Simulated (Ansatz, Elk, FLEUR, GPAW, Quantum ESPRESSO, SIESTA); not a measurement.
# KNaCl2 (R-3m, 4 atoms in the cell) computed with different codes at matched settings

Self-consistent single point, at a second geometry (lattice scaled by 0.98). First geometry:

```yaml
crystal:
  lattice:
    - [2.08632, 1.20454, 6.94949]
    - [-2.08632, 1.20454, 6.94949]
    - [0.00000, -2.40908, 6.94949]
  atoms:
    - { symbol: K, position: [0.50000, 0.50000, 0.50000] }
    - { symbol: Na, position: [0.00000, 0.00000, 0.00000] }
    - { symbol: Cl, position: [0.74047, 0.74047, 0.74047] }
    - { symbol: Cl, position: [0.25953, 0.25953, 0.25953] }
```

Shared settings, as Ansatz (a first-principles code) writes them: kpoints.mp_grid.grid = 8 8 8; scf.occupations.method = fixed. Potentials and cutoffs stand in the table.

| code | model | ΔF from the first geometry (meV/atom) | pressure (GPa) | largest force (eV/Å) | gap on the mesh (eV) | cutoff |
|---|---|---|---|---|---|---|
| GPAW | LDA (Perdew-Wang 92), GPAW PAW datasets LDA (gpaw-data 1.0.1) | -12.8 | -0.67 | 0.048 | 4.908 | 800 eV |
| FLEUR | LDA (Vosko-Wilk-Nusair), all-electron FLAPW (FLEUR), scalar-relativistic valence | -12.2 | – | – | 5.033 | Kmax 4 1/bohr |
| Quantum ESPRESSO | LDA (PZ), GBRV 1.5 ultrasoft (LDA) pseudopotentials | -12.8 | -1.08 | 0.048 | 4.900 | 40 Ry |
| Ansatz | LDA (PW92), PAW files made with PBE | -13.2 | -0.70 | 0.038 | 4.906 | default |
| SIESTA | LDA PW92, numerical atomic orbitals DZP, PseudoDojo LDA standard norm-conserving potentials (rewritten from UPF to PSML) | -12.7 | -0.58 | 0.033 | 4.868 | grid 400 Ry |
| Elk | LDA (PW92), all-electron FP-LAPW, Elk's shipped species files, APW+lo basis with extra local orbitals | -12.7 | – | 0.041 | 4.905 | rgkmax 8 |

For Quantum ESPRESSO (by 0.4 GPa) the energy change implies a higher mean pressure, against the two pressures, than for the other programs: a sign of finite-basis (Pulay) stress.

A dash marks a value that a program does not give, or that is left out as unsure.

Gaps are read on the mesh.

The spread over the programs that give each value: ΔF from the first geometry within 1.0 meV/atom; pressure within 0.50 GPa; largest force within 0.015 eV/Å; gap on the mesh within 0.165 eV.

SIESTA uses small atom-centred bases, whose incompleteness enters pressures, forces and empty levels differently from a plane-wave cutoff. FLEUR and Elk treat all electrons, but the usual bases taken here (sphere radii, linearisation, local orbitals, empty states) were not tested for convergence, so the values are no reference for the others. Ansatz's pressure is given at a fixed set of plane waves, as the other plane-wave codes print theirs. The same LDA comes in different parametrisations, which differ slightly. In the gap, FLEUR (by 0.127) lies more than 0.12 eV from the median of the plane-wave programs. In the force vectors, SIESTA (by 0.081) lies more than 0.08 eV/Å from the median of the plane-wave programs.

The starting cell comes from a database of computed structures (which also holds hypothetical and non-ambient phases and stackings), without a prior relaxation at this level. For this run, on top of that: lattice scaled by 0.98.

Keys are those of Ansatz 0.2.
